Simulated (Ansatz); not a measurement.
The starting structures come from a database of crystals and need not be the phases stable at ambient conditions.

 Where the default PAW files enter, the runs use the earlier of Ansatz's two default sets.

Inside the gap of an insulator the Bloch states are evanescent, with a wavenumber k + iκ along the transport direction.

Given:

```yaml
crystal:
  lattice:
    - [5.57691, 0.00000, 0.00000]
    - [0.00000, 5.57691, 0.00000]
    - [2.78845, -2.78845, 3.98949]
  atoms:
    - { symbol: Sr, position: [0.25000, 0.25000, 0.50000] }
    - { symbol: Sr, position: [0.75000, 0.75000, 0.50000] }
    - { symbol: Mg, position: [0.00000, 0.00000, 0.00000] }
    - { symbol: W, position: [0.50000, 0.50000, 0.00000] }
    - { symbol: O, position: [0.25847, 0.74153, 0.48306] }
    - { symbol: O, position: [0.74153, 0.25847, 0.51694] }
    - { symbol: O, position: [0.29406, 0.77657, 0.00000] }
    - { symbol: O, position: [0.70594, 0.22343, 0.00000] }
    - { symbol: O, position: [0.22343, 0.29406, 0.00000] }
    - { symbol: O, position: [0.77657, 0.70594, 0.00000] }
```

Space group of this cell: I4/m. The cell is taken as given; by PBEsol its mean pressure is -2.0 GPa.

Transport runs along the normal of the first two printed cell vectors, the (001) plane of the conventional cell.

No gap correction and no spin-orbit coupling; mid-gap values are interpolated between computed energies.

Predict the band gap and the smallest decay constant κ at mid-gap from PBEsol (Ansatz, an electronic-structure program).

Gap 3.01 eV on a 8×8×8 mesh; κ = 0.394 1/Å, at (0.500, 0.500) of the in-plane reciprocal vectors. At the zone centre, at the nearest computed energy, the slowest state has κ = 0.40 1/Å.
